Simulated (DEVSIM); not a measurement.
Structure: Schottky contact on n-type ZnO, at 300 K.

Layer 1 from the left is ZnO, thickness (μm) 0.390, Nd (cm⁻³) 7.3e16, τn (s) 8.2e-8, τp (s) 8.2e-8.

Left contact: Schottky, work function 5.99 eV, emission velocity 2e6 cm/s. Right contact: ohmic. Voltage is applied to the left contact. Recombination: SRH at mid-gap, Auger. Mobility is μmin + (μ − μmin)/(1 + (N/Nref)^α).

Constants are typed, rounded textbook-type inputs, not results; the design itself was drawn at random and stands for no fabricated device. Values at 300 K.

ZnO: gap (eV) 3.37, affinity (eV) 4.5, permittivity 8.7, Nc (cm⁻³) 3.7e18, Nv (cm⁻³) 1.8e19, μn (cm²/Vs) 200, μp (cm²/Vs) 20, μn,min 20, μp,min 2, Nref,n 1e18, Nref,p 1e18, αn 0.6, αp 0.6, Cn (cm⁶/s) 1e-31, Cp (cm⁶/s) 1e-31.

DEVSIM, 1D drift-diffusion, Boltzmann statistics, complete ionisation; no tunnelling, impact ionisation, image-force lowering or self-heating. Metal contacts follow the ideal Schottky-Mott rule: no Fermi-level pinning, no interface dipoles.

Dark forward current:

```
|V| (V)  |J| (A/cm²)
-------  -----------
0.40       5.411e-13
0.45       3.736e-12
0.50       2.580e-11
0.55       1.781e-10
0.60        1.229e-9
0.65        8.479e-9
0.70        5.848e-8
0.75        4.032e-7
0.80        2.779e-6
0.85        1.914e-5
0.90       0.0001318
0.95       0.0009062
1.00        0.006225
1.05         0.04268
1.10          0.2918
1.15           1.984
1.20           13.29
1.25           84.04
1.30           426.3
1.35            1373
1.40            2905
```

**Question.** Work out the local ideality factor n = ΔV / (kT/q · ln(J2/J1)) between the rows 0.40 and 0.45 V, 0.45 and 0.50 V, 1.35 and 1.40 V.

**Answer.** kT/q = 25.85 mV. From 0.40 to 0.45 V: ln(3.736e-12/5.411e-13) = 1.932, n = 1.00, near the 1 of diffusion or emission over a barrier. From 0.45 to 0.50 V: ln(2.580e-11/3.736e-12) = 1.932, n = 1.00, near the 1 of diffusion or emission over a barrier. From 1.35 to 1.40 V: ln(2905/1373) = 0.749, n = 2.58; the layers' resistance at their doping, Σ W/(qμN) = 2.0e-5 Ω cm², would take 30 mV of this step of 50 mV.

**Question.** Estimate the current at 0.80 V for emission alone, J0 = q v N_band exp(−φB/kT), and read the barrier back from the simulated current.

**Answer.** φB = 1.490 eV, N_band = 3.70e18 cm⁻³, J0 = 1.10e-19 A/cm²; J = J0 (exp(qV/kT) − 1) = 3.03e-6 A/cm². The simulation gives 2.78e-6 A/cm²; the estimate lies 9.1 % above. Read backwards, the simulated current gives an apparent barrier of 1.492 eV. The estimate leaves out transport through the depletion region and minority injection.
